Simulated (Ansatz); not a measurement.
Start from Pd in the fcc (Cu type) structure (space group Fm-3m, No. 225; a = 3.8396 Å).

The values are results of LDA (Ansatz, an electronic-structure program; PAW; 420 eV plane waves; no spin-orbit coupling), not measurements.

Base values:

| Quantity | Value |
|---|---|
| Band gap | zero |
| Lattice parameter a | 384.0 pm |

The change: a hydrostatic pressure of 9 GPa.

Question: What happens to the band gap and lattice parameter a?

Answer: The band gap remains zero; the lattice parameter a shrinks by 4.6 pm to 379.4 pm.

Load acts through the strain it causes; cell and atoms are relaxed under it. Whether these cells are dynamically stable was not tested. No other phases were tried under pressure. All final runs are without spin polarisation.
